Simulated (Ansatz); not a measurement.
Base system: Au in the hcp (Mg type) structure (space group P6_3/mmc, No. 194).

```
Au
1.0
    2.86214     0.00000     0.00000
   -1.43107     2.47868     0.00000
    0.00000     0.00000     4.80237
Au
2
Direct
  0.33333   0.66667   0.25000
  0.66667   0.33333   0.75000
```

Calculations: Kohn–Sham DFT with the PBEsol functional, run in Ansatz (a first-principles code) with PAW and 420 eV plane waves, scalar-relativistic without spin-orbit coupling.

Base values:

The lattice parameter a is 2.862 Å. The c/a ratio is 1.678.

Perturbation: a hydrostatic pressure of 0.7 GPa.

**Question.** What happens to the lattice parameter a and c/a ratio?

**Answer.** The lattice parameter a decreases by 0.003 Å (2.862 Å → 2.859 Å); the c/a ratio hardly moves (1.678 against 1.677).

Load acts through the strain it causes; cell and atoms are relaxed under it. Whether these cells are dynamically stable was not tested. The base started in Cmcm and relaxed to P6_3/mmc at this level. This is not the structure that Au has at room temperature and ambient pressure.
